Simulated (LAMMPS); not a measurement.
MD of CeO2 (fluorite) with 8 % of Ce sites La at zero pressure over temperature, 758 atoms; each row names its start.

All values are model results, not measurements: classical MD, Buckingham potential of Lewis and Catlow, J. Phys. C 18, 1149 (1985), first set, used with rigid ions (no shells), PPPM sums, short-range terms cut at 10 Å, modified for these runs by an r^-4 repulsive force inside the short-range force's maximum, run in LAMMPS.

```json
[
 {"T (K), start": "1200, crystal", "state": "crystal in place, with slow hops of O within 100 ps", "volume": "14.326 ± 0.003 Å³/atom", "enthalpy": "-33.3001 ± 0.0003 eV/atom", "first peak of g(r), Ce-O": "2.29 Å, height 5.3", "coordination number of Ce by O": "7.85 (counted to 3.58 Å)"},
 {"T (K), start": "1500, crystal", "state": "superionic: O diffuses in a host lattice that stays in place", "volume": "14.4438 ± 0.0008 Å³/atom", "enthalpy": "-33.2198 ± 0.0005 eV/atom", "first peak of g(r), Ce-O": "2.26 Å, height 4.8", "coordination number of Ce by O": "7.84 (counted to 3.50 Å)"},
 {"T (K), start": "2000, crystal", "state": "superionic: O diffuses in a host lattice that stays in place", "volume": "14.643 ± 0.003 Å³/atom", "enthalpy": "-33.082 ± 0.002 eV/atom", "first peak of g(r), Ce-O": "2.24 Å, height 4.2", "coordination number of Ce by O": "7.84 (counted to 3.54 Å)"}
]
```

Caution: the potential ionic pair potential lewis1985a is fitted to static crystal properties with a polarisable anion, which is rigid here.

Caution: the random arrangement on this lattice is imposed, and need not be a phase that exists in equilibrium.

Caution (rows 1500, crystal; 2000, crystal): a run this short can hold a crystal over, or a liquid under, the potential's own melting point, which these runs don't give.

States go by the mean squared displacement: a species diffuses where it passes 1.5 Å², still rises and gives D over 1e-6 cm²/s; a crystal has left its structure where atoms lie 0.35 Å off their sites on average or a cubic box changes its shape by 3 %, or the axial ratios of another lie 8 % off the starting cell's, which the potential's own relaxation can also do.

Errors shown are sampling errors alone.
